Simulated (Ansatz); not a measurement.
The slab is Si(111) 1x1 surface, 6 top atoms, 3 bilayers, bottom bilayer H-capped and fixed, every top atom capped by H; cell 11.5 x 6.6 Å; two neighbouring H replaced by OH; about 7 Å thick over the host's atoms, 18 atoms held. All values below come from PBE-D3(BJ) (plane waves to 420 eV, PAW; Ansatz, a first-principles code). k mesh 1 x 2 x 1. The slab states were run without spin polarisation. Results hold for this slab, coverage and mesh. All energies are electronic energies at 0 K, without vibrations. Each state was relaxed from one prepared geometry.

One H2O a cell is brought to the surface left by an earlier step (Si2Cl6 exchanges a ligand with a surface O-H group and HCl forms), after HCl has left. Relaxed result near the molecule:

| atom | x (Å) | y (Å) | z (Å) |
|---|---|---|---|
| H(14) | -0.023 | 6.692 | 11.018 |
| H(29) | 3.851 | -0.009 | 11.003 |
| Si(31) | -1.924 | 3.352 | 9.478 |
| H(44) | 7.697 | 6.684 | 10.991 |
| H(45) | -1.976 | 3.335 | 10.986 |
| O(46) | 5.620 | 3.362 | 11.172 |
| O(48) | 2.034 | 3.396 | 11.208 |
| H(49) | 1.258 | 3.721 | 11.734 |
| Si(a0) | 6.009 | 3.460 | 12.727 |
| Si(a1) | 4.262 | 2.851 | 14.173 |
| Cl(a2) | 3.286 | 1.158 | 13.576 |
| Cl(a3) | 5.096 | 2.518 | 16.020 |
| Cl(a4) | 2.912 | 4.387 | 14.367 |
| Cl(a6) | 7.617 | 2.229 | 13.138 |
| Cl(a7) | 6.549 | 5.375 | 13.246 |
| O(b0) | -0.087 | 4.297 | 12.684 |
| H(b1) | -0.933 | 3.985 | 12.310 |
| H(b2) | -0.047 | 3.919 | 13.577 |

Q: What is the adsorption energy against the free H2O and the slab before, and how much of it is dispersion?

A: -0.49 eV (negative: bound); the D3 term gives -0.15 eV of it. Its closest contacts to the rest of the cell: O(b0)...H(49) 1.74 Å, H(b1)...H(45) 1.81 Å, H(b2)...H(49) 2.27 Å.
